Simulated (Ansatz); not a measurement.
Input and output of a self-consistent single point for Mo (Im-3m, 1 atom in the cell) (Ansatz, a program for electronic structure).

Method of the run: LDA (PW92), harder PAW files (source: ansatz) made with PBE (plane waves; Ansatz).

```
Mo
1.0
   -1.56713     1.56713     1.56713
    1.56713    -1.56713     1.56713
    1.56713     1.56713    -1.56713
Mo
1
Direct
  0.00000   0.00000   0.00000
```

Reference input (self-consistent single point, DFT, LDA (PW92), plane waves, default PAW files made with PBE): basis.ecutwfc = 420 eV; kpoints.mp_grid.grid = 15 15 15; hamiltonian.xc = lda; hamiltonian.pseudopotentials = {kind: paw} (the program's default PAW files); scf.occupations.method = fermi_dirac; scf.occupations.width = 0.1 eV. This run's input differs from it in these lines:

Ansatz 0.2 input:
```diff
@@ -9,3 +9,3 @@
 basis:
-  ecutwfc: 420.0
+  ecutwfc: 750.0
 kpoints:
@@ -14,3 +14,3 @@
   xc: lda
-  pseudopotentials: { kind: paw }
+  pseudopotentials: { kind: paw, source: ansatz }
 scf:
```

Output (repeated stretches shortened):

```
SCF iter   1: F=—  HF=-4844.352290 eV  |F-HF|=—  |Δ(HF+E_count)|=         —  Δρ=1.12e-1  dr2=1.76e0  ethr=3.10e-3  ⟨swp⟩=5.0  Hψ=7984  notcnv=0
all-band conjugate gradients solve this SCF's bands
preconditioner: auto → none
SCF iter   2: F=—  HF=-4843.675833 eV  |F-HF|=—  |Δ(HF+E_count)|=   6.76e-1  Δρ=3.61e-2  dr2=6.26e-2  ethr=3.10e-3  ⟨swp⟩=2.9  Hψ=3665  notcnv=0  defer=3
SCF iter   3: F=—  HF=-4843.660771 eV  |F-HF|=—  |Δ(HF+E_count)|=   1.51e-2  Δρ=1.37e-2  dr2=9.08e-3  ethr=4.47e-4  ⟨swp⟩=1.0  Hψ=1397  notcnv=0  defer=3
SCF iter   4: F=—  HF=-4843.658465 eV  |F-HF|=—  |Δ(HF+E_count)|=   2.31e-3  Δρ=4.66e-4  dr2=8.26e-6  ethr=6.48e-5  ⟨swp⟩=1.0  Hψ=1327  notcnv=0  defer=3
SCF iter   5: F=—  HF=-4843.658471 eV  |F-HF|=—  |Δ(HF+E_count)|=   6.03e-6  Δρ=7.20e-5  dr2=1.02e-7  ethr=5.90e-8  ⟨swp⟩=2.0  Hψ=2155  notcnv=0  defer=3
SCF iter   6: F=-4843.658471 eV  HF=-4843.658471 eV  |F-HF|=2.59e-10  |Δ(HF+E_count)|=   3.93e-8  Δρ=4.66e-6  dr2=9.42e-10  ethr=7.14e-10  ⟨swp⟩=5.1  Hψ=6485  notcnv=0
SCF 1 converged in 6 iterations: F = -4843.658471 eV  dr2 = 9.42e-10
Free energy (F): -4843.658471 eV
Internal energy: -4843.635792 eV  (E = F + TS)
E sigma→0 (E₀):  -4843.647132 eV
Entropy (-TS):   -0.022679 eV (-22.679 meV/atom)
Fermi energy:    21.184824 eV
--- Forces (eV/Å), atoms counted from 1 ---
  atom   1  Mo     0.00000000    -0.00000000    -0.00000000
--- Stress (GPa, compression-positive) ---
       -5.817176      -0.000000      -0.000000
       -0.000000      -5.817176      -0.000000
        0.000000       0.000000      -5.817176
  P = ⅓ Tr σ = -5.8172 GPa (-58.172 kbar)
  The stress holds the Pulay correction. Without it, at fixed plane waves, as pw.x and ABINIT print it: P = -5.8401 GPa
```

The run converged in 6 iterations. Against the reference run the pressure hardly changes (-5.89 to -5.82 GPa).

The starting cell has typed, rounded lattice constants, without a prior relaxation at this level. Its lattice was rescaled by up to half a per cent. Spin polarisation is off. Ansatz's pressure includes its estimate of the finite-basis (Pulay) stress.
